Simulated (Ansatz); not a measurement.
## GePt (model structure, started from the CsCl type, Pm-3m, No. 221, 2 atoms in the cell)

All values below come from LDA in Ansatz (PAW).

Run with plane-wave cutoff 520 eV, 18×18×18 k mesh, Fermi–Dirac smearing 0.05 eV, scalar-relativistic PAW data made under PBE.

Cell (relaxed at this level):

Space group Pm-3m (No. 221); a = b = c = 3.120 Å, α = β = γ = 90.00°

```tsv
atom	site	symmetry	x	y	z
Pt	1a	m-3m	0.0000	0.0000	0.0000
Ge	1b	m-3m	0.5000	0.5000	0.5000
```

```
Property                Result
---------------  -------------
band gap         zero (no gap)
bulk modulus B0        176 GPa
```

Note: the bulk modulus is −V dP/dV from two relaxed cells at ±2 % in volume; the relaxation could raise the start's symmetry but not lower it, so the cell can be a saddle point.

Spin–orbit coupling is not included; it can open a gap where bands touch, and shift volumes and moduli.

Cost on a shared machine: around 23 core-seconds (rough).

A model structure was made by putting elements into a prototype or built by hand; it is no filed structure, need not be a known phase, and can be a saddle point held by its symmetry.

Ansatz is a quantum-chemistry and plane-wave program.
